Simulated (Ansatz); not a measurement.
Consider GaN in the zinc blende structure (space group F-43m, No. 216; a = 4.549 Å).

Calculations: PBE, PAW, 420 eV (Ansatz, a program for electronic structure; spin-orbit coupling left out).

Before the change:

| Property | Value |
|---|---|
| Hole mass | 0.14, 0.90, 0.90 mₑ (at Γ) |
| Valley order | Γ 1.54 eV; X along ⟨100⟩ 3.35 eV |

It is then changed as follows: a hydrostatic pressure of 30 GPa.

### Question
What does the calculation give for the hole mass and valley order after the change?

### Answer
The hole mass (degenerate bands, along [100]) goes from 0.14, 0.90, 0.90 mₑ (at Γ) to 0.21, 0.83, 0.83 mₑ (at Γ); the valley order (the lowest conduction-band minima on the path, energy above the VBM, named in the base's zone) becomes Γ 2.38 eV; X along ⟨100⟩ 3.38 eV (base: Γ 1.54 eV; X along ⟨100⟩ 3.35 eV).

The levels and masses belong to the bands next to the band gap. Load acts through the strain it causes; cell and atoms are relaxed under it. Masses are band curvatures over ±0.01 Å⁻¹ around the edge. Whether these cells are dynamically stable was not tested. Tetrahedral semiconductors of this kind turn to denser phases somewhere between about 1 and 50 GPa; those were not computed, so compressed cells here can lie past the real transition. This is not the structure that GaN has at room temperature and ambient pressure.
